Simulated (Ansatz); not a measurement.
Take MgO in the rock salt structure (space group Fm-3m, No. 225; a = 4.204 Å) as the base.

Method: r2SCAN in Ansatz (plane waves to 500 eV, PAW, spin-orbit coupling left out).

Strains are applied to the cell and any free atomic positions relax.

One change was made to it. Results:

| quantity | base | after |
|---|---|---|
| band gap | 5.68 eV | 6.00 eV |
| energy relative to the base (free energy F) | 0 meV/atom | +4.5 meV/atom |
| gap character | direct at Γ | direct at Γ |
| hole mass (degenerate bands, along [100]) | 0.42, 2.1, 2.1 mₑ (at Γ) | 0.42, 2.0, 2.0 mₑ (at Γ) |

### Question
Name the change that was made.
A) isotropic strain −1.50 %
B) isotropic strain −0.50 %
C) isotropic strain −1.00 %

### Answer
C, isotropic strain −1.00 %. For comparison, the band gap in the other runs: isotropic strain −0.50 % gives 5.84 eV; isotropic strain −1.50 % gives 6.16 eV.

Masses are band curvatures over ±0.01 Å⁻¹ around the edge. Whether these cells are dynamically stable was not tested.

Ansatz is a first-principles code.
